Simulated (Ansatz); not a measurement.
```xyz
8
Lattice="14.5000 0.0000 0.0000 0.0000 14.5000 0.0000 0.0000 0.0000 6.1639" Properties=species:S:1:pos:R:3 pbc="T T T"
Ba     5.7247     5.7247     0.0000
S      5.7520     5.7520     3.0819
S      5.7520     8.7480     0.0000
Ba     5.7247     8.7753     3.0819
S      8.7480     5.7520     0.0000
Ba     8.7753     5.7247     3.0819
Ba     8.7753     8.7753     0.0000
S      8.7480     8.7480     3.0819
```

Levels: PBE (plane waves to 420 eV, PAW; Ansatz, an electronic-structure program); Ansatz with PBE with spin-orbit coupling; r2SCAN (plane waves to 500 eV, PAW; Ansatz); HSE06 run with Ansatz. Unmarked values and the geometry are of the first. Mesh 1×1×50. No spin polarisation. Periodic along z alone, with about 11 Å of vacuum beside it. A hypothetical model. It keeps the symmetry and period of its start, so it need not be a minimum against all distortions. HSE06 ran on a 1×1×3 mesh and at PBE's edge points. Buckling under compression is shut out by symmetry and the short period.

Give the properties of this body.


| Property | Result |
|---|---|
| largest distance between nuclei across the axis | 4.31 Å |
| PBE gap | 2.61 eV, direct at Γ |
| electron mass along the axis (PBE) | 0.95 mₑ |
| hole mass along the axis (PBE) | 0.23 mₑ |
| valence and conduction edges under the vacuum level (PBE) | 3.96 and 1.34 eV |
| PBE+SOC gap at this geometry | 2.62 eV |
| r2SCAN gap at this geometry | 3.19 eV |
| HSE06 gap at this geometry | 3.39 eV |
| axial stiffness dF/dε | 54 nN |
